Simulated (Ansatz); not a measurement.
Levels about the gap of amorphous Si64N80 (144 atoms in a cell of 1633 Å³, 2.97 g/cm³; zone centre alone, so wide bands show as single levels with stretches between that a denser mesh fills), at the geometry that PBE relaxed, where it gives 0.0 GPa on a denser mesh. The participation number counts the atoms over which a state spreads; weights are charges in smoothed Voronoi cells. The levels come from a single point, so bond lengths are those of that geometry. Method of the levels: PBE, scalar-relativistic without spin-orbit coupling (Ansatz, a program for electronic structure). Sampling: the zone centre alone; Fermi-Dirac width 0.02 eV; no spin polarisation. The usual formal charges leave 16 electrons over, so the level spacing at the Fermi energy parts defect or band states and needn't be the band gap. At PBE the levels at both edges of the gap are localised (band-tail or defect states), and the nearest spread-out levels lie 3.0 eV apart at the zone centre.

Preparation: random packing, a CHGNet melt and quench, and a DFT relaxation. N atoms were pushed apart under 1.9 Å during the dynamics, to hinder bonds among them. The hot cell started wider than the set density and was brought back towards it in steps. It is the lowest in DFT energy of 4 quenches. It is a model cell: composition and starting density were chosen by hand, and all elements were melted together. No dispersion term was used. Its density started from a set value of 2.95 and ended at 2.97 g/cm³. The quench (nominally 300 K/ps over its main leg) was far faster than any real one, so the model tends to hold more defects than a real film. One small periodic cell is one sample of the glass; other quenches scatter about these values. Volume and shape were free in the relaxation.

| E - E(highest filled), eV | filling | participation number | largest on | weight N | weight Si |
|---|---|---|---|---|---|
| -1.56 | filled | 27.3 | Si, 3 neighbours | 0.72 | 0.28 |
| -1.33 | filled | 19.7 | N, 3 neighbours | 0.62 | 0.38 |
| -1.24 | filled | 7.6 | Si, 2 neighbours | 0.53 | 0.47 |
| -1.05 | filled | 9.0 | Si, 3 neighbours | 0.57 | 0.43 |
| -0.55 | filled | 9.9 | Si, 3 neighbours | 0.44 | 0.56 |
| -0.25 | filled | 8.7 | Si, 3 neighbours | 0.40 | 0.60 |
| 0.00 | filled | 9.8 | Si, 3 neighbours | 0.38 | 0.62 |
| 0.48 | empty | 17.4 | Si, 4 neighbours | 0.37 | 0.63 |
| 1.10 | empty | 16.0 | Si, 4 neighbours | 0.37 | 0.63 |
| 1.20 | empty | 16.6 | Si, 3 neighbours | 0.38 | 0.62 |
| 1.41 | empty | 25.4 | Si, 4 neighbours | 0.46 | 0.54 |
| 1.54 | empty | 16.1 | Si, 4 neighbours | 0.42 | 0.58 |
| 1.74 | empty | 46.2 | Si, 4 neighbours | 0.40 | 0.60 |
| 1.81 | empty | 30.2 | Si, 4 neighbours | 0.46 | 0.54 |

Most localised among these is the filled level at -1.24 eV, on a Si atom, which has 2 neighbours (N 1.80 Å, N 2.10 Å).
